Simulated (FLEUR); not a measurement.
**Equation of state of hcp Ru (space group 194): energy against volume (FLEUR, LDA)**

```
Ru
1.0
    2.60460     0.00000     0.00000
   -1.30230     2.25565     0.00000
    0.00000     0.00000     4.11354
Ru
2
Direct
  0.66667   0.33333   0.75000
  0.33333   0.66667   0.25000
```

Level of theory: FLEUR with LDA (Perdew-Zunger), all-electron FLAPW (FLEUR), scalar-relativistic valence. Settings: Kmax = 3.99 1/bohr; GmaxXC = 16 1/bohr; xcFunctional = pz; jspins = 1; l_soc = F; mode = hist; fermiSmearingEnergy = 0.00183747 Htr; mesh (inpgen div1-3) = 25 25 14; inpgen gamma flag = true; Gmax = 16 1/bohr; numbands = 0; maxIterBroyd = 25; imix = Anderson; alpha = 0.05; precondParam = 0; minDistance = 1e-05 me/bohr^3. The cell above is the first row's. The rows scale it uniformly. In all rows fractional positions and the k mesh are held. E is the free energy at the stated smearing, counted from the lowest row.

| V (Å^3/atom) | E (meV/atom) |
|---|---|
| 12.084 | ? |
| 12.346 | 60.97 |
| 12.609 | 25.98 |
| 12.872 | 6.20 |
| 13.134 | 0.00 |
| 13.397 | 5.99 |
| 13.660 | 22.69 |
| 13.922 | 48.96 |
| 14.185 | 83.73 |

Task: Using the third-order Birch-Murnaghan form, a cubic in V^(-2/3), estimate the missing E at V = 12.084 from the other rows, showing the fit.

Result: With u = V^(-2/3) - 0.179, the rows have u = 0.008204, 0.005592, 0.003069, 0.000640, -0.001719, -0.004002, -0.006205, -0.008347. Least squares gives E = 0.508 - 1388.08·u + 1048313·u² + 2373669·u³. Residuals (row less fit): -0.018, 0.038, 0.010, -0.050, 0.010, -0.011, 0.044, -0.022; standard error 0.042 (degrees of freedom: 4). Its minimum lies at u = 0.000661, so V0 = (0.179661)^(-3/2) = 13.13. There d²E/du² = 2106000 and d³E/du³ = 1.424e7, so B0 = (4/9) × 13.13^(-7/3) × 2106000 × 0.160218 = 369 GPa (the last factor turns the table's units into GPa), and B0' = 4 + (2/3) × 0.179661 × (1.424e7)/2106000 = 4.8. At the withheld row, u = 0.010901, so E = 0.508 - 1388.08 × 0.010901 + 1048313 × 0.010901² + 2373669 × 0.010901³ = 113.024 meV/atom. The calculation gives 113.14 meV/atom, 0.116 meV/atom above the prediction (0.1 % of the range of E in the table). The row lies outside the fitted rows, so this is an extrapolation. From the scatter of the fitted rows alone, a prediction at this place has a standard error of 0.123 meV/atom, so the miss is 0.9 times that.

Carrying the step between the two nearest rows on in a straight line would have given 95.83, off by 17.31; series whose last step already gives the withheld value aren't shown. The scan was laid around a cell of about the measured size, scaled by a guess for this functional; axis ratios and inner coordinates come from that cell. The runs keep the symmetry of the cell, so they don't test it for distortions. Spin polarisation is off. Values depend on the basis (sphere radii, cutoffs, local orbitals), which need not be converged. The shape of the cell and the inner coordinates aren't relaxed, so V0 and B0 belong to this uniform scaling; a relaxed crystal lies no higher in energy and is usually softer. Cutoffs and mesh are single choices, not tested for convergence of this quantity. Series with a scatter that would blur these digits, or in which a gap closes, are not shown. Nor are scans whose minimum lies at an end fitted in this form.
